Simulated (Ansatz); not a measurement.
Slab thickness and the (111) surface of fluorite: the same face, mesh and vacuum, all atoms relaxed in the 1x1 cell under the symmetry of the ideal cut; the real face may buckle or reconstruct.

Host crystal: fluorite, with a band gap (PBE, scalar-relativistic without spin-orbit coupling).

Level of theory: PBE (plane waves to 420 eV, PAW; Ansatz, a quantum-chemistry and plane-wave program).

```json
[
 {"atoms": "6", "thickness (Å)": "4.8", "γ (J/m²)": "…", "work function, top face (eV)": "–", "rough cost": "around 10 core-seconds (rough)"},
 {"atoms": "9", "thickness (Å)": "8.0", "γ (J/m²)": "…", "work function, top face (eV)": "–", "rough cost": "roughly 16 core-seconds"},
 {"atoms": "12", "thickness (Å)": "11.2", "γ (J/m²)": "…", "work function, top face (eV)": "–", "rough cost": "very roughly 3 core-minutes"},
 {"atoms": "15", "thickness (Å)": "14.3", "γ (J/m²)": "…", "work function, top face (eV)": "–", "rough cost": "about 30 core-seconds (a rough figure)"},
 {"atoms": "18", "thickness (Å)": "17.5", "γ (J/m²)": "…", "work function, top face (eV)": "–", "rough cost": "roughly 50 core-seconds"},
 {"atoms": "24", "thickness (Å)": "23.9", "γ (J/m²)": "…", "work function, top face (eV)": "–", "rough cost": "roughly 80 core-seconds"},
 {"atoms": "30", "thickness (Å)": "30.2", "γ (J/m²)": "…", "work function, top face (eV)": "–", "rough cost": "roughly 2.2 core-minutes"},
 {"atoms": "42", "thickness (Å)": "43.0", "γ (J/m²)": "…", "work function, top face (eV)": "–", "rough cost": "very roughly 4 core-minutes"}
]
```

Problem. What belongs in the gaps?

Solution. 
- 6, γ (J/m²): 0.37
- 9, γ (J/m²): 0.37
- 12, γ (J/m²): 0.37
- 15, γ (J/m²): 0.37
- 18, γ (J/m²): 0.37
- 24, γ (J/m²): 0.37
- 30, γ (J/m²): 0.37
- 42, γ (J/m²): 0.37
